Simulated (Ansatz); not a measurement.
A self-consistent single point of Ni6SnSb (P1, 8 atoms in the cell) with Ansatz (an electronic-structure program).

Computed with PBEsol, default PAW files made with PBE (plane waves; Ansatz).

```xyz
8
Lattice="4.2367 0.0000 0.0000 0.0000 5.2744 0.0000 0.0000 0.0000 4.4807" Properties=species:S:1:pos:R:3 pbc="T T T"
Ni     2.0984     3.9438     3.6983
Ni     2.1131     1.3540     3.7730
Ni     0.0092     3.9504     0.7693
Ni     0.0410     1.3342     0.7769
Ni    -0.0262     2.6337     3.1077
Ni     2.1278    -0.0157     1.3406
Sn     0.0094    -0.0265     2.9988
Sb     2.1009     2.6493     1.4580
```

Reference input (self-consistent single point, DFT, PBEsol, plane waves, default PAW files made with PBE): kpoints.mp_grid.grid = 6 5 5; hamiltonian.xc = pbesol; hamiltonian.pseudopotentials = {kind: paw} (the program's default PAW files); scf.occupations.method = gaussian; scf.occupations.width = 0.0037 Ry. This run's input differs from it in these lines:

Ansatz 0.2 input:
```diff
@@ -16,3 +16,3 @@
 kpoints:
-  mp_grid: { grid: [6, 5, 5] }
+  mp_grid: { grid: [6, 5, 6] }
 hamiltonian:
@@ -21,3 +21,3 @@
 scf:
-  occupations: { method: gaussian, width: 0.0037 Ry }
+  occupations: { method: gaussian, width: 0.0022 Ry }
 output:
```

Output, abridged:

```
SCF iter   1: F=—  HF=-47189.303935 eV  |F-HF|=—  |Δ(HF+E_count)|=         —  Δρ=2.60e-2  dr2=4.08e-1  ethr=1.77e-3  ⟨swp⟩=6.0  Hψ=28208  notcnv=0  defer=17
all-band conjugate gradients solve this SCF's bands
preconditioner: auto → Kerker (q_TF=auto, 2.875 Å⁻¹)
SCF iter   2: F=—  HF=-47189.246284 eV  |F-HF|=—  |Δ(HF+E_count)|=   5.77e-2  Δρ=7.12e-3  dr2=3.99e-2  ethr=2.98e-4  ⟨swp⟩=3.0  Hψ=14706  notcnv=0  defer=746
   [... lines left out ...]
SCF iter   5: F=—  HF=-47189.239868 eV  |F-HF|=—  |Δ(HF+E_count)|=   2.50e-5  Δρ=1.78e-4  dr2=3.58e-5  ethr=1.41e-7  ⟨swp⟩=2.0  Hψ=12028  notcnv=0  defer=746
SCF iter   6: F=—  HF=-47189.239828 eV  |F-HF|=—  |Δ(HF+E_count)|=   3.96e-5  Δρ=6.94e-5  dr2=6.53e-6  ethr=2.61e-8  ⟨swp⟩=2.1  Hψ=9829  notcnv=0  defer=746
SCF iter   7: F=—  HF=-47189.239828 eV  |F-HF|=—  |Δ(HF+E_count)|=   7.49e-7  Δρ=1.79e-5  dr2=3.26e-7  ethr=4.77e-9  ⟨swp⟩=2.1  Hψ=9036  notcnv=0  defer=746
SCF iter   8: F=-47189.239828 eV  HF=-47189.239828 eV  |F-HF|=2.16e-8  |Δ(HF+E_count)|=   7.22e-8  Δρ=5.27e-6  dr2=3.01e-8  ethr=7.30e-11  ⟨swp⟩=9.2  Hψ=36932  notcnv=0
SCF 1 converged in 8 iterations: F = -47189.239828 eV  dr2 = 3.01e-8
Free energy (F): -47189.239828 eV
Internal energy: -47189.237447 eV  (E = F + TS)
E sigma→0 (E₀):  -47189.238638 eV
Entropy (-TS):   -0.002380 eV (-0.298 meV/atom)
Fermi energy:    18.371303 eV
--- Forces (eV/Å), atoms counted from 1 ---
  atom   1  Ni     0.15787753     0.02459938    -0.00027458
  atom   2  Ni     0.10267302    -0.17729883    -0.53044188
  atom   3  Ni    -0.16208287    -0.05380062    -0.11320594
  atom   4  Ni    -0.38066293    -0.08942523    -0.05809535
  atom   5  Ni     0.04603228    -0.14570076    -0.12231990
  atom   6  Ni     0.08901026     0.11828056     0.25621423
  atom   7  Sn    -0.20283258     0.41790745     0.27301570
  atom   8  Sb     0.34998555    -0.09456226     0.29508191
--- Stress (GPa, compression-positive) ---
       -1.758467      -0.062702      -0.010298
       -0.062702      -1.637485       0.059398
       -0.010297       0.059398      -0.689576
  P = ⅓ Tr σ = -1.3618 GPa (-13.618 kbar)
  The stress holds the Pulay correction. Without it, at fixed plane waves, as pw.x and ABINIT print it: P = -1.4528 GPa
```

The run converged in 8 iterations. Against the reference run the free energy goes up by 1.7 meV/atom, the pressure moves little (-1.41 to -1.36 GPa) and the largest force goes from 0.579 to 0.569 eV/Å.

The starting cell comes from a database of computed structures (which also holds hypothetical and non-ambient phases and stackings), without a prior relaxation at this level. Its atoms were displaced at random from the sites of space group no. 25. Spin polarisation is off. Ansatz's pressure includes its estimate of the finite-basis (Pulay) stress.

Cost on one core of a shared machine: roughly 70 s.
